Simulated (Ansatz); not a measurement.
The starting structures come from a database of crystals and need not be the phases stable at ambient conditions.

Tunnelling through a barrier is set by its complex band structure: the current falls as exp(−2κd) with the smallest κ.

Here is the system:

```
CELL_PARAMETERS angstrom
      6.11868     0.00000     0.00000
      0.00000     6.11868     0.00000
      3.05934    -3.05934     6.04895
ATOMIC_POSITIONS crystal
  Re 0.25000 0.25000 0.50000
  Re 0.00000 0.00000 0.00000
  H  0.84544 0.57008 0.39887
  H  0.67992 0.49431 0.89887
  H  0.75569 0.82879 0.39887
  H  0.42121 0.40456 0.89887
  H  0.40456 0.67992 0.10113
  H  0.57008 0.75569 0.60113
  H  0.49431 0.42121 0.10113
  H  0.82879 0.84544 0.60113
  N  0.50000 0.50000 0.00000
  N  0.75000 0.75000 0.50000
  O  0.96718 0.45202 0.66479
  O  0.79798 0.88197 0.16479
  O  0.36803 0.21277 0.66479
  O  0.03723 0.28282 0.16479
  O  0.28282 0.79798 0.83521
  O  0.45202 0.36803 0.33521
  O  0.88197 0.03723 0.83521
  O  0.21277 0.96718 0.33521
```

Space group of this cell: I4_1/a. The cell was relaxed by PBE-D3(BJ); by r2SCAN its mean pressure is -2.7 GPa.

Transport runs along the normal of the first two printed cell vectors, the (001) plane of the conventional cell.

No gap correction and no spin-orbit coupling; mid-gap values are interpolated between computed energies.

**Question.** Give the band gap and the smallest decay constant κ at mid-gap that r2SCAN run with Ansatz (a program for electronic structure) yields.

**Answer.** Gap 4.58 eV on a 6×6×6 mesh; κ = 0.589 1/Å, at the zone centre.
